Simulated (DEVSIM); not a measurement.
System: Ge n-p junction from an implanted or diffused profile, at 300 K.

Layer 1 from the left is Ge, thickness (μm) 84.0, Na (cm⁻³) 2.1e16, τn (s) 1.5e-5, τp (s) 1.5e-5.

Added donor profile: 4.5e18 cm⁻³ × exp(−(x − 0 μm)²/(2·(0.02 μm)²)). Left contact: ohmic. Right contact: ohmic. Voltage is applied to the left contact. Recombination: SRH at mid-gap, radiative. Mobility is μmin + (μ − μmin)/(1 + (N/Nref)^α).

Constants are typed, rounded textbook-type inputs, not results; the design itself was drawn at random and stands for no fabricated device. Values at 300 K.

Ge: gap (eV) 0.664, affinity (eV) 4, permittivity 16, Nc (cm⁻³) 1.04e19, Nv (cm⁻³) 6e18, μn (cm²/Vs) 3900, μp (cm²/Vs) 1900, μn,min 150, μp,min 100, Nref,n 2.6e17, Nref,p 4e17, αn 0.56, αp 0.6, B (cm³/s) 6.4e-14.

DEVSIM, 1D drift-diffusion, Boltzmann statistics, complete ionisation; no tunnelling, impact ionisation, image-force lowering or self-heating.

Question: What does the simulation give for the dark forward voltage at 100 A/cm², the dark forward voltage at 1 A/cm²?

Answer: dark forward voltage at 100 A/cm² 0.416 V; dark forward voltage at 1 A/cm² 0.235 V.
